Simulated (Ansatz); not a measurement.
## zinc-blende ZnSe: the defect Cd on the Zn site

Calculation: PBE, PAW (plane waves to 420 eV; Ansatz, a program for electronic structure). A supercell of 64 sites (2×2×2 repeats of a cell of 8 atoms) was used; the energies come from a 2×2×2 shifted sampling of its zone. Site at the start: the Zn site. Charged cells carry a point-charge image correction with potential alignment at far atoms. Dielectric constants: PBE linear response of the host. Host gap at this level: 1.15 eV. Finite-size and sampling errors can reach tenths of an eV here. Levels are measured in PBE's own, too narrow, gap. Spin–orbit coupling is left out. Each state is the lowest found from its start.

Formation energies E_f are given with the Fermi level at the valence-band maximum. Chemical conditions: Se-rich (Δμ(Zn) = -1.43 eV, Δμ(Cd) = -1.27 eV, bounded by zinc-blende CdSe; only phases computed here count, gases as isolated molecules at 0 K). Reference phases: Cd: hcp Cd, Zn: hcp Zn.

Charges with a result: +1, 0, −1. Others weren't obtained, and one of them could lie lower, also by skipping a charge.

| charge | moment (μB) | largest move off a lattice site (Å) | image correction with alignment (eV) | E_f, Se-rich (eV) |
|---|---|---|---|---|
| +1* | quenched | 0.15 | – | – |
| 0 | not spin-polarised | 0.15 | 0.00 | 0.12 |
| −1* | quenched | 0.15 | – | – |

* At this level the carrier isn't localised at the defect: at charge +1 holes occupy the valence band; at charge −1 electrons occupy the conduction band. Such a state is shallow or no state of the defect, and this cell gives it no level.

Starting moments that weren't kept: charge +1 began with 1 μB and ended with 0.0; charge −1 began with 1 μB and ended with 0.0.
